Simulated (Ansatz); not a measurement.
The starting structures come from a database of crystals and need not be the phases stable at ambient conditions.

 Where the default PAW files enter, the runs use the earlier of Ansatz's two default sets.

Tunnelling through a barrier is set by its complex band structure: the current falls as exp(−2κd) with the smallest κ.

Given:

```
BiSr3N
1.0
    5.23494     0.00000     0.00000
    0.00000     5.23494     0.00000
    0.00000     0.00000     5.23494
Sr Bi N
3 1 1
Direct
  0.50000   0.50000   0.00000
  0.00000   0.50000   0.50000
  0.50000   0.00000   0.50000
  0.00000   0.00000   0.00000
  0.50000   0.50000   0.50000
```

Space group of this cell: Pm-3m, anti-perovskite. The cell is taken as given.

Transport runs along the normal of the first two printed cell vectors, the (001) plane of the conventional cell.

The gap is the functional's own, uncorrected, and κ follows it; spin-orbit coupling is left out. Mid-gap values are interpolated between the computed energies.

Question: Predict the band gap and the smallest decay constant κ at mid-gap from r2SCAN run with Ansatz (a first-principles code).

Answer: Gap 0.61 eV on a 6×6×6 mesh; κ = 0.060 1/Å, at the zone centre.
